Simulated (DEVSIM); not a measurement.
Device: CdS/CdTe n-p heterojunction, at 400 K.

Layer 1 from the left is CdS, thickness (μm) 0.420, Nd (cm⁻³) 1.6e16, τn (s) 4.9e-10, τp (s) 4.9e-10. Layer 2 from the left is CdTe, thickness (μm) 2.70, Na (cm⁻³) 1.4e15, τn (s) 4.9e-10, τp (s) 4.9e-10.

Left contact: ohmic. Right contact: ohmic. Voltage is applied to the left contact. Recombination: SRH at mid-gap, radiative, Auger. Mobility is constant in doping.

This is a model device: material constants are rounded textbook-type values typed into the input, and sizes, dopings and lifetimes were drawn at random. Values at 300 K; Nc and Nv go as T^1.5, mobilities as T to minus their exponent, the gap by Varshni's rule with the affinity fixed.

CdS: gap (eV) 2.4, affinity (eV) 4.3, permittivity 9, Nc (cm⁻³) 2.2e18, Nv (cm⁻³) 1.8e19, μn (cm²/Vs) 300, μp (cm²/Vs) 25, T exponent of μn 1.5, T exponent of μp 1.5, B (cm³/s) 1e-10, Cn (cm⁶/s) 1e-30, Cp (cm⁶/s) 1e-30, Varshni α (eV/K) 0.00039, Varshni β (K) 103. CdTe: gap (eV) 1.5, affinity (eV) 4.28, permittivity 10.2, Nc (cm⁻³) 8e17, Nv (cm⁻³) 1.8e19, μn (cm²/Vs) 1000, μp (cm²/Vs) 80, T exponent of μn 1.7, T exponent of μp 1.5, B (cm³/s) 1e-10, Cn (cm⁶/s) 1e-30, Cp (cm⁶/s) 1e-30, Varshni α (eV/K) 0.00031, Varshni β (K) 108.

DEVSIM, 1D drift-diffusion, Boltzmann statistics, complete ionisation; no tunnelling, impact ionisation, image-force lowering or self-heating. Band offsets follow the typed affinities; no thermionic-emission limit at abrupt steps, no polarisation charge.

Question: What does the simulation give for the potential step across the device at zero bias, the largest field in the device at zero bias, the dark forward voltage at 100 A/cm², the dark forward voltage at 1 A/cm²?

Answer: potential step across the device at zero bias 0.925 V; largest field in the device at zero bias 22000 V/cm; dark forward voltage at 100 A/cm² 1.347 V; dark forward voltage at 1 A/cm² 0.756 V.
